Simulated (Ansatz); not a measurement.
Where the default PAW files enter, the runs use the earlier of Ansatz's two default sets.

The decay constant κ of evanescent states in the gap governs leakage through a thin film.

```
CdTe
1.0
    4.64161     0.00000     0.00000
    0.00000     4.64161     0.00000
    2.32081     2.32081     3.28212
Cd Te
1 1
Direct
  0.00000   0.00000   0.00000
  0.75000   0.25000   0.50000
```

Space group of this cell: F-43m, zinc blende. The cell is taken as given.

Transport runs along the normal of the first two printed cell vectors, the (001) plane of the conventional cell.

The gap is the functional's own, uncorrected, and κ follows it; spin-orbit coupling is left out. Mid-gap means the computed energy nearest the middle.

Predict the band gap and the smallest decay constant κ at mid-gap from r2SCAN run with Ansatz (a first-principles code).

Gap 1.15 eV on a 10×10×10 mesh; κ = 0.082 1/Å, at the zone centre.
